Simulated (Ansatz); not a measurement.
Cubic perovskite CsSnI₃ (cubic high-temperature phase)

Computed with PBE0+SOC (Ansatz, a program for electronic structure, plane waves, PAW).

Settings: plane-wave cutoff 460 eV, 4×4×4 k mesh, Fermi–Dirac smearing 0.01 eV, PAW data made under PBE.

Cell: measured lattice: a = 6.2190 Å, b = 6.2190 Å, c = 6.2190 Å, α = 90.00°, β = 90.00°, γ = 90.00°.

- band gap: 0.79 eV (on the SCF k mesh) (direct)
- Γ–Γ gap: 5.66 eV

Note: held by symmetry at 0 K, a high-temperature phase can be a saddle point; cell and atoms aren't relaxed at this level (pressure 0.4 GPa).

The computed numbers hold no vibrational or temperature effects.

Cost on a shared machine: around 21 core-minutes (rough).
